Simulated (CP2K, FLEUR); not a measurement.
A FLEUR input for a self-consistent single point of SnAu5 (R32, 6 atoms in the cell) (DFT, PBEsol, all-electron FLAPW (FLEUR), scalar-relativistic valence):

Input of the input generator:

```
SnAu5 crystal
&input film=f /
4.6765487203 2.7000066626 9.0086740354
-4.6765487203 2.7000066626 9.0086740354
0.0000000000 -5.4000133251 9.0086740354
1.0
1.0 1.0 1.0

6
50 0.0000000000 0.0000000000 0.0000000000
79 0.6701470000 0.6701470000 0.6701470000
79 0.3298530000 0.3298530000 0.3298530000
79 0.5000000000 0.1707650000 0.8292350000
79 0.8292350000 0.5000000000 0.1707650000
79 0.1707650000 0.8292350000 0.5000000000

&comp jspins=1 /
&exco xctyp='PBEs' /
&kpt div1=5 div2=5 div3=5 /
&end /
```

```xml
<?xml version="1.0" encoding="UTF-8" standalone="no"?>
<fleurInput fleurInputVersion="0.39">
   <comment>
      SnAu5 crystal                                                                                       
   </comment>
   <calculationSetup>
      <cutoffs Kmax="4.0" Gmax="12.0" GmaxXC="12.0" numbands="0"/>
      <scfLoop itmax="100" minDistance="0.00001" maxIterBroyd="15" imix="Anderson" alpha="0.05" precondParam="0.0" spinf="2.0"/>
      <coreElectrons ctail="T" frcor="F" kcrel="0" coretail_lmax="0"/>
      <xcFunctional name="PBEs" relativisticCorrections="F"/>
      <magnetism jspins="1"/>
      <soc l_soc="F" theta="0.0" phi="0.0" spav="F"/>
      <expertModes spex="0" secvar="F"/>
      <geometryOptimization l_f="T" forcealpha="1.0" forcemix="BFGS" epsdisp="0.00001" epsforce="0.00001"/>
      <ldaU l_linMix="F" mixParam="0.05" spinf="1.0"/>
   </calculationSetup>
   <cell>
      <bzIntegration valenceElectrons="99.0" mode="gauss" fermiSmearingEnergy="0.00367493">
         <kPointListSelection listName="default-1"/>
         <!-- k-points included here -->
         <xi:include xmlns:xi="http://www.w3.org/2001/XInclude" href="kpts.xml"> </xi:include>
      </bzIntegration>
      <!-- symmetry operations included here -->
      <xi:include xmlns:xi="http://www.w3.org/2001/XInclude" href="sym.xml"> </xi:include>
      <bulkLattice scale="1.0">
         <bravaisMatrix>
            <row-1>    4.6765487202999996     2.7000066625999999     9.0086740354000003</row-1>
            <row-2>   -4.6765487202999996     2.7000066625999999     9.0086740354000003</row-2>
            <row-3>    0.0000000000000000    -5.4000133250999998     9.0086740354000003</row-3>
         </bravaisMatrix>
      </bulkLattice>
   </cell>
   <atomSpecies>
      <species name="Tin (Sn)" element="Sn" atomicNumber="50">
         <mtSphere radius="2.61" gridPoints="899" logIncrement="0.014"/>
         <atomicCutoffs lmax="10" lnonsphr="8"/>
         <electronConfig flipSpins="F">
            <coreConfig>(1s1/2) (2s1/2) (2p1/2) (2p3/2) (3s1/2) (3p1/2) (3p3/2) (4s1/2) (3d3/2) (3d5/2) (4p1/2) (4p3/2)</coreConfig>
            <valenceConfig>(5s1/2) (4d3/2) (4d5/2) (5p1/2) (5p3/2)</valenceConfig>
            <stateOccupation state="(5p1/2)" spinUp="0.3333333333333" spinDown="0.3333333333333"/>
            <stateOccupation state="(5p3/2)" spinUp="0.6666666666667" spinDown="0.6666666666667"/>
         </electronConfig>
         <energyParameters s="5" p="5" d="5" f="4"/>
         <lo type="SCLO" l="2" n="4" eDeriv="0"/>
      </species>
      <species name="Gold (Au)" element="Au" atomicNumber="79">
         <mtSphere radius="2.54" gridPoints="877" logIncrement="0.015"/>
         <atomicCutoffs lmax="10" lnonsphr="8"/>
         <electronConfig flipSpins="F">
            <coreConfig>(1s1/2) (2s1/2) (2p1/2) (2p3/2) (3s1/2) (3p1/2) (3p3/2) (4s1/2) (3d3/2) (3d5/2) (4p1/2) (4p3/2) (5s1/2) (4d3/2) (4d5/2) (4f5/2) (4f7/2)</coreConfig>
            <valenceConfig>(5p1/2) (5p3/2) (6s1/2) (5d3/2) (5d5/2)</valenceConfig>
            <stateOccupation state="(6s1/2)" spinUp="0.5" spinDown="0.5"/>
         </electronConfig>
         <energyParameters s="6" p="6" d="5" f="5"/>
         <lo type="SCLO" l="1" n="5" eDeriv="0"/>
         <lo type="HELO" l="2" n="6" eDeriv="0"/>
      </species>
   </atomSpecies>
   <atomGroups>
      <atomGroup species="Tin (Sn)">
         <relPos label="                   1">.0000000000 .0000000000 .0000000000</relPos>
         <force calculate="T" relaxXYZ="TTT"/>
      </atomGroup>
      <atomGroup species="Gold (Au)">
         <relPos label="                   2">-.3298530000 -.3298530000 -.3298530000</relPos>
         <relPos label="                   3">.3298530000 .3298530000 .3298530000</relPos>
         <force calculate="T" relaxXYZ="TTT"/>
      </atomGroup>
      <atomGroup species="Gold (Au)">
         <relPos label="                   4">1.000/2.000 .1707650000 -.1707650000</relPos>
         <relPos label="                   5">-.1707650000 1.000/2.000 .1707650000</relPos>
         <relPos label="                   6">.1707650000 -.1707650000 1.000/2.000</relPos>
         <force calculate="T" relaxXYZ="TTT"/>
      </atomGroup>
   </atomGroups>
   <output dos="F" band="F" slice="F">
      <checks vchk="F" cdinf="F"/>
      <bandDOS minEnergy="-.5*Htr" maxEnergy="0.5*Htr" sigma="0.015" storeEVData="T"/>
      <vacuumDOS vacdos="F" integ="F" star="F" nstars="0" locx1="0.0" locy1="0.0" locx2="0.0" locy2="0.0" nstm="0" tworkf="0.0"/>
      <unfoldingBand unfoldBand="F" supercellX="1" supercellY="1" supercellZ="1"/>
      <plotting iplot="0" polar="F">
         <plot TwoD="T" vec1="  1.0  0.0  0.0" vec2="  0.0  1.0  0.0" vec3="  0.0  0.0  1.0" zero="  0.0  0.0  0.0" file="plot"/>
      </plotting>
      <chargeDensitySlicing numkpt="0" minEigenval="0.0" maxEigenval="0.0" nnne="0" pallst="F"/>
      <specialOutput eonly="F"/>
      <magneticCircularDichroism mcd="F" energyLo="-10.0" energyUp="0.0"/>
   </output>
  <!-- We include the file relax.xml here to enable relaxations (see documentation) -->
  <xi:include xmlns:xi="http://www.w3.org/2001/XInclude" href="relax.xml"> <xi:fallback/> </xi:include>
</fleurInput>
```

Task: Write the same calculation as an input for CP2K.

Result: This is the input that was run; spellings and numerical settings could be chosen otherwise.

```
&GLOBAL
  PROJECT bulk
  RUN_TYPE ENERGY_FORCE
  PRINT_LEVEL LOW
&END GLOBAL
&FORCE_EVAL
  METHOD Quickstep
  STRESS_TENSOR ANALYTICAL
  &DFT
    BASIS_SET_FILE_NAME BASIS_MOLOPT
    POTENTIAL_FILE_NAME GTH_POTENTIALS
    &QS
      METHOD GPW
      EPS_DEFAULT 1E-10
    &END QS
    &MGRID
      CUTOFF 500
      REL_CUTOFF 50
      NGRIDS 5
    &END MGRID
    &SCF
      SCF_GUESS ATOMIC
      EPS_SCF 1E-7
      MAX_SCF 100
      ADDED_MOS 10
      &DIAGONALIZATION
        ALGORITHM STANDARD
      &END DIAGONALIZATION
      &MIXING
        METHOD BROYDEN_MIXING
        ALPHA 0.3
        NBUFFER 8
        BETA 1.5
      &END MIXING
      &SMEAR ON
        METHOD GAUSSIAN
        SIGMA [eV] 0.1
      &END SMEAR
    &END SCF
    &KPOINTS
      SCHEME MONKHORST-PACK 5 5 5
    &END KPOINTS
    &XC
      &XC_FUNCTIONAL
        &PBE
          PARAMETRIZATION PBESOL
        &END PBE
      &END XC_FUNCTIONAL
    &END XC
    &PRINT
      &MO
        EIGENVALUES T
        OCCUPATION_NUMBERS T
        NDIGITS 8
        FILENAME mo
        &EACH
          QS_SCF 0
        &END EACH
        ADD_LAST NUMERIC
      &END MO
      &MULLIKEN OFF
      &END MULLIKEN
    &END PRINT
  &END DFT
  &SUBSYS
    &CELL
      ABC 5.55803200 5.55803263 5.55803261
      ALPHA_BETA_GAMMA 52.87887053 52.87887358 52.87887371
      PERIODIC XYZ
    &END CELL
    &COORD
      SCALED
      Sn       0.00000000     0.00000000     0.00000000
      Au       0.67014700     0.67014700     0.67014700
      Au       0.32985300     0.32985300     0.32985300
      Au       0.50000000     0.17076500     0.82923500
      Au       0.82923500     0.50000000     0.17076500
      Au       0.17076500     0.82923500     0.50000000
    &END COORD
    &KIND Sn
      BASIS_SET DZVP-MOLOPT-SR-GTH-q4
      POTENTIAL GTH-PBE-q4
    &END KIND
    &KIND Au
      BASIS_SET DZVP-MOLOPT-SR-GTH-q11
      POTENTIAL GTH-PBE-q11
    &END KIND
  &END SUBSYS
  &PRINT
    &FORCES ON
    &END FORCES
    &STRESS_TENSOR ON
    &END STRESS_TENSOR
  &END PRINT
&END FORCE_EVAL
```

Basis, cutoffs, solver keys and any potentials are the target program's own. This input uses DFT PBEsol, GPW, DZVP-MOLOPT-SR-GTH basis, GTH-PBE potentials (GTH_POTENTIALS).

The starting cell comes from a database of computed structures (which also holds hypothetical and non-ambient phases and stackings), without a prior relaxation at this level. Its lattice was rescaled by a random factor within 2.5 % of one. For this run, on top of that: lattice scaled by 0.98.
